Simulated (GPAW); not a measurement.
Input and output of a self-consistent single point for Re (P6_3/mmc, 2 atoms in the cell) (GPAW).

Level of theory: LDA (Perdew-Wang 92), GPAW PAW datasets LDA (gpaw-data 1.0.1) (plane waves; GPAW).

```
CELL_PARAMETERS angstrom
      1.39118    -2.40959     0.00000
      1.39118     2.40959     0.00000
      0.00000     0.00000     4.49613
ATOMIC_POSITIONS crystal
  Re 0.33333 0.66667 0.25000
  Re 0.66667 0.33333 0.75000
```

Reference input (self-consistent single point, DFT PBE, plane waves, GPAW PAW datasets PBE (gpaw-data 1.0.1)): mode = pw; ecut = 600 eV; xc = PBE; kpts = 14 14 7; mesh shift (steps) = 0 0 0; occupations.name = methfessel-paxton; occupations.width = 0.1 eV; occupations.order = 0; nbands = -10; convergence.forces = 0.001 eV/Å; symmetry.symmorphic = false; symmetry.tolerance = 0.0005. This run's input differs from it in these lines:

```diff
@@ -13,3 +13,3 @@
 calc = GPAW(mode=PW(600),
-            xc='PBE',
+            xc='LDA',
             kpts={'size': (14, 14, 7), 'gamma': True},
```

Its files differ too (potentials: GPAW PAW datasets LDA (gpaw-data 1.0.1)).

Output, abridged:

```
     iter     time        total  log10-change:
                         energy   eigst   dens  force
iter:   1 --:--:--   -26.538314
iter:   2 --:--:--   -26.488893   -1.17  -1.35
iter:   3 --:--:--   -27.957268   -0.60  -1.36
iter:   4 --:--:--   -26.251809   -1.50  -1.20
iter:   5 --:--:--   -26.248893   -3.42  -1.70
iter:   6 --:--:--   -26.022196   -1.80  -1.71
iter:   7 --:--:--   -26.022386   -3.26  -2.87
iter:   8 --:--:--   -26.022356c  -4.18  -2.86
iter:   9 --:--:--   -26.022688c  -4.08  -2.66
iter:  10 --:--:--   -26.022690c  -4.94  -3.26
iter:  11 --:--:--   -26.022689c  -5.41  -3.18
iter:  12 --:--:--   -26.022744c  -4.84  -3.32
iter:  13 --:--:--   -26.022720c  -5.60  -3.48
iter:  14 --:--:--   -26.022721c  -6.75  -4.24c
iter:  15 --:--:--   -26.022719c  -6.82  -4.19c
iter:  16 --:--:--   -26.022720c  -7.54c -4.09c
iter:  17 --:--:--   -26.022720c  -7.48c -4.11c -16.45c
Converged after 17 iterations.

Dipole moment: (0.000000, -0.000000, 0.000007) |e|*Ang

Energy contributions relative to reference atoms: (reference = -906852.861038)

Kinetic:         -3.652286
Potential:       -0.910138
External:        +0.000000
XC:             -21.516312
Entropy (-ST):   -0.007154
Local:           +0.059594
SIC:             +0.000000
--------------------------
Free energy:    -26.026297
Extrapolated:   -26.022720

Showing only first 2 kpts
 Kpt  Band  Eigenvalues  Occupancy
  0    11     12.83329    2.00000
  0    12     12.83329    2.00000
  0    13     13.73130    0.00251
  0    14     13.73130    0.00251

  1    11     12.69031    2.00000
  1    12     12.69031    2.00000
  1    13     13.53338    0.82378
  1    14     14.05190    0.00000

Fermi level: 13.51763

No gap
No difference between direct/indirect transitions
Energy (eV): -26.02272

Forces in eV/Ang:
  0 Re    0.00000    0.00000   -0.00000
  1 Re    0.00000   -0.00000   -0.00000

Stress tensor:
     0.122130     0.000000     0.000000
     0.000000     0.122130     0.000000
     0.000000     0.000000     0.128824
Stress (GPa, Voigt): [19.5674 19.5674 20.6399  0.      0.      0.    ]
```

The run converged in 17 iterations. GPAW prints stress with tension positive. Against the reference run the pressure goes from -3.38 to -19.92 GPa.

The starting cell has typed, rounded lattice constants, without a prior relaxation at this level. Its lattice was rescaled by a random factor within 2.5 % of one. Spin polarisation is off. With a pressure of about -20 GPa the cell is away from its equilibrium volume at this level.

Cost on one core of a shared machine: roughly 60 s.
